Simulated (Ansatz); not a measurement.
An Ansatz (an electronic-structure program) input (PBE in Ansatz (plane waves to 420 eV, PAW, no SOC)):

Ansatz 0.2 input:
```yaml
crystal:
  lattice:
    - [2.5851769716, 0, 0]
    - [-1.2925884858, 2.2388289306, 0]
    - [0, 0, 4.2752503116]
  atoms:
    - { symbol: B, position: [0.3333333333, 0.6666666667, 0.0001888335] }
    - { symbol: B, position: [0.6666666667, 0.3333333333, 0.5001888335] }
    - { symbol: N, position: [0.3333333333, 0.6666666667, 0.3748111665] }
    - { symbol: N, position: [0.6666666667, 0.3333333333, 0.8748111665] }
basis: { ecutwfc: 420, ecutrho_ratio: 4, xc_grid: 2, fft_grid_basis: typed }
kpoints: { mp_grid: { grid: [15, 15, 8] } }
hamiltonian:
  xc: pbe
  dispersion: none
  pseudopotentials: { kind: paw }
scf: { occupations: { method: fermi_dirac, width: 0.05 }, convergence: { dr2_threshold: 0.0000000004 } }
relax: { f_tol: 0.005, max_steps: 50 }
output: { forces: true, stress: true }
checkpoint: { write: state.ck, write_every: 1000 }
```

Which symmetry and how many k-points will the program report, and about how many plane waves at Γ?

Space group P63mc (ITA 186) with 12 operations, k-points 135 of 1800, and 501 plane waves at Γ.

And the final pressure?

-12.43 GPa (compression positive).

The cells carry an imposed strain or load. Stability against distortions was not tested. The cell was made from BN in the wurtzite structure (space group P6_3mc, No. 186) by this change: isotropic strain +1.20 %.
